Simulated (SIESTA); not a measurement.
Band structure of Si2W (I4/mmm, 3 atoms in the cell).

```
CELL_PARAMETERS angstrom
     -1.60736     1.60736     3.90103
      1.60736    -1.60736     3.90103
      1.60736     1.60736    -3.90103
ATOMIC_POSITIONS crystal
  Si 0.33499 0.33499 0.00000
  Si 0.66501 0.66501 0.00000
  W  0.00000 0.00000 0.00000
```

Computed with GGA PBE, numerical atomic orbitals TZP, PseudoDojo PBE standard norm-conserving potentials (rewritten from UPF to PSML) run with SIESTA.

Settings: XC.functional = GGA; XC.authors = PBE; potentials = PseudoDojo PBE standard; PAO.BasisSize = TZP; PAO.EnergyShift = 0.01 Ry; MeshCutoff = 350 Ry; kgrid.MonkhorstPack = 12 12 12; OccupationFunction = FD; ElectronicTemperature = 0.05 eV; MaxSCFIterations = 150; SCF.Mixer.Method = Pulay; SCF.Mixer.Weight = 0.25; SCF.Mixer.History = 8; SCF.DM.Tolerance = 1.0E-04.

The starting cell comes from a database of computed structures (which also holds hypothetical and non-ambient phases and stackings), without a prior relaxation at this level. Spin-orbit coupling is off. Spin polarisation is off. Values carry the incompleteness of an atom-centred basis.

Levels in eV from the Fermi level, bands 8 to 13:
| point | 8 | 9 | 10 | 11 | 12 | 13 |
|---|---|---|---|---|---|---|
| Γ | -3.36 | -2.88 | -2.88 | 0.53 | 2.82 | 3.16 |
| X | -5.44 | -5.06 | -3.27 | -1.79 | 2.90 | 2.95 |
| Y | -5.18 | -4.05 | -3.13 | -2.37 | 2.07 | 2.13 |
| S | -3.09 | -2.77 | -2.45 | -0.36 | 1.84 | 2.57 |
| Z | -2.62 | -0.79 | -0.78 | -0.53 | -0.53 | 0.72 |
| S1 | -3.09 | -2.77 | -2.45 | -0.36 | 1.84 | 2.57 |
| N | -4.86 | -2.88 | -2.79 | -0.49 | 2.64 | 2.90 |
| P | -6.62 | -3.02 | -2.45 | -2.45 | 0.18 | 2.90 |
| Y1 | -5.18 | -4.04 | -3.13 | -2.37 | 2.07 | 2.13 |

Bands cross the Fermi level along this path, so the cell is metallic at this level.

Higher empty bands are left out: an atom-centred basis made for the valence describes them poorly.
